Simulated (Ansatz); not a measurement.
# Response to strain in BAs

The parent structure is BAs in the zinc blende structure (space group F-43m, No. 216; a = 4.768 Å).

Strains are applied to the cell and any free atomic positions relax.

The values are results of Ansatz (a first-principles code), PBEsol, PAW, cutoff 420 eV, scalar-relativistic without spin-orbit coupling, not measurements.

Notes on the quantities. energy relative to the base: free energy F.

```json
[
 {"isotropic strain (%)": "-2.5", "energy relative to the base (meV/atom)": "36.1"},
 {"isotropic strain (%)": "-2", "energy relative to the base (meV/atom)": "22.7"},
 {"isotropic strain (%)": "-1", "energy relative to the base (meV/atom)": "5.5"},
 {"isotropic strain (%)": "-0.5", "energy relative to the base (meV/atom)": "?"},
 {"isotropic strain (%)": "0", "energy relative to the base (meV/atom)": "0.0"},
 {"isotropic strain (%)": "0.5", "energy relative to the base (meV/atom)": "1.3"},
 {"isotropic strain (%)": "1", "energy relative to the base (meV/atom)": "5.2"},
 {"isotropic strain (%)": "2", "energy relative to the base (meV/atom)": "20.1"},
 {"isotropic strain (%)": "2.5", "energy relative to the base (meV/atom)": "30.9"}
]
```

Question: Fit ΔE = Aε² + Bε³ (ε in %) to the rows shown and predict the withheld row.

Answer: Least squares on the printed values gives A = 5.36 and B = -0.17 meV/atom (largest residual 0.1 meV/atom); this predicts 1.4 meV/atom, and the run gives 1.4 meV/atom, in agreement.

Whether these cells are dynamically stable was not tested.
